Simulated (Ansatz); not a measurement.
For Be (Im-3m, No. 229, 1 atoms in the cell; start mp-20; high-temperature phase), LDA (PAW; Ansatz, an electronic-structure program) gives:

```
Quantity                              Result
------------------------------  ------------
equilibrium lattice constant a       2.461 Å
cohesive energy                 4.13 eV/atom
```

Task: What does r²SCAN+rVV10 in Ansatz (PAW) give for the same quantities?

Result: 
- lattice constant a: 2.499 Å (grows by 1.5 %)
- cohesive energy: 3.79 eV/atom (falls by 0.34 eV/atom)

Changes are worked out from the printed values.

Unless a cell is named, each level is at its own relaxed cell (LDA 7.45, r²SCAN+rVV10 7.80 Å³/atom).

Caveats: the relaxation could not lower the start's symmetry, so the cell can be a saddle point above a distorted one (LDA, r²SCAN+rVV10). Ansatz's density-functional and Hartree–Fock values are scalar-relativistic unless marked +SOC, with PAW data made under PBE.

A start named mp-… is a Materials Project structure, which need not be a measured phase.
